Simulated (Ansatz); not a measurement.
Cost and result by functional for the surface energy of the (311) surface of fcc Ag in its 1x1 cell, outermost plane spacing 1.25 Å in the ideal cut, in Ansatz (plane waves, PAW). Single points on the PBE structure, on one kind of machine; costs are rough ratios of the slab run's core time (references not counted) to the cheapest single point. r2SCAN's cost holds its higher cutoff (500 against 420 eV). Differences are taken against r2SCAN for comparison alone: no measured value is at hand, so the table doesn't rank accuracy.

Model: 9-atom slab, 10.0 Å thick at the start (thin: gaps and levels are the slab's own), 13x8x1 mesh, Fermi-Dirac 0.1 eV, dipole correction, all atoms relaxed; held to the part of the start's symmetry that mesh and held atoms allow; no spin, no spin-orbit, no U. These notes are the PBE run's.

| functional | relative cost | surface energy (J/m²) | less r2SCAN (J/m²) |
|---|---|---|---|
| PBEsol | 1 | 1.17 | 0.10 |
| RPBE | 1 | 0.66 | -0.40 |
| LDA | 1 | 1.33 | 0.26 |
| r2SCAN | 2 | 1.06 | 0.00 |
| PBE (the relaxed run's value) | – | 0.88 | -0.18 |

The values span 0.67 J/m², while the single points' costs differ by a factor of roughly 2. Differences are of unrounded values.

Ansatz is a program for electronic structure.
